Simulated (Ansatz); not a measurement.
# SiC: energy against strain

SiC (wurtzite, P6_3mc, 10.503 Å³/atom at rest, c along z) under a strain ε along c (axis z), the other axes held. PBE in Ansatz, a plane-wave DFT program (PAW, default set), 420 eV, 12×12×7 Γ-centred mesh, Fermi-Dirac smearing 0.05 eV; ions are relaxed within the symmetry of each cell.

Here s stands for strain and y for E less E0.

```csv
strain (%),E less E0 (meV/atom)
-1.20,2.55
-0.60,0.63
0.00,0.00
0.60,0.62
1.20,2.45
3.00,?
```

Using a parabola, estimate the missing y at s = 3.00 from the other rows, showing the fit.

Least squares gives y = 0.000 - 0.0350·s + 1.7361·s². Residuals (row less fit): 0.008, -0.016, 0.000, 0.016, -0.008; standard error 0.018 (degrees of freedom: 2). Twice the quadratic coefficient over the volume, 2 × 1.7361 meV × 10⁴ × 0.1602 / 10.503 Å³, is the elastic constant C33 = 530 ± 4 GPa. At the withheld row, y = 0.000 - 0.0350 × 3.0 + 1.7361 × 3.0² = 15.520 meV/atom. The calculation gives 14.95 meV/atom, 0.570 meV/atom below the prediction (3.8 % of the range of y in the table). The row lies outside the fitted rows, so this is an extrapolation. From the scatter of the fitted rows alone, a prediction at this place has a standard error of 0.115 meV/atom, so the miss is 5.0 times that.

One order more, fitted to all 11 runs of the series, follows each within 0.01, so the miss is the next term of a smooth law. SiC is here the rare 2H polytype. Rows are the converged runs of the series near zero and its far end; series whose fitted rows scatter by over a few per cent of the range, as at a crossing or softening among them, aren't shown in this form. Most that stay on the fit to the last digits aren't either.
